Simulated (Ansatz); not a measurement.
HfN: pressure series

Take HfN in the rock salt structure (space group Fm-3m, No. 225) as the base.

```
HfN
1.0
    0.00000     2.27401     2.27401
    2.27401     0.00000     2.27401
    2.27401     2.27401     0.00000
N Hf
1 1
Direct
  0.00000   0.00000   0.00000
  0.50000   0.50000   0.50000
```

Cell and atoms are relaxed at each pressure.

Computed with PBE in Ansatz (plane waves to 420 eV, PAW, spin-orbit coupling left out), earlier PAW set.

```json
[
 {"P (GPa)": "-1.99", "V (Å³/atom)": "11.850"},
 {"P (GPa)": "-0.99", "V (Å³/atom)": "11.804"},
 {"P (GPa)": "3.00", "V (Å³/atom)": "11.629"},
 {"P (GPa)": "7.00", "V (Å³/atom)": "11.466"},
 {"P (GPa)": "15.00", "V (Å³/atom)": "11.173"},
 {"P (GPa)": "30.00", "V (Å³/atom)": "10.710"},
 {"P (GPa)": "50.00", "V (Å³/atom)": "10.215"},
 {"P (GPa)": "75.00", "V (Å³/atom)": "9.722"},
 {"P (GPa)": "100.00", "V (Å³/atom)": "9.322"}
]
```

A third-order Birch–Murnaghan fit to these points gives V₀ = 11.76 Å³/atom, B₀ = 264 GPa and B₀′ = 4.2. At pressure 100 GPa the volume is 79.3 % of V₀.

Load acts through the strain it causes; cell and atoms are relaxed under it. Stability against distortions was not tested. Competing high-pressure phases were not computed. All final runs are without spin polarisation. An odd electron count without spin: HfN.

Ansatz is a first-principles code.
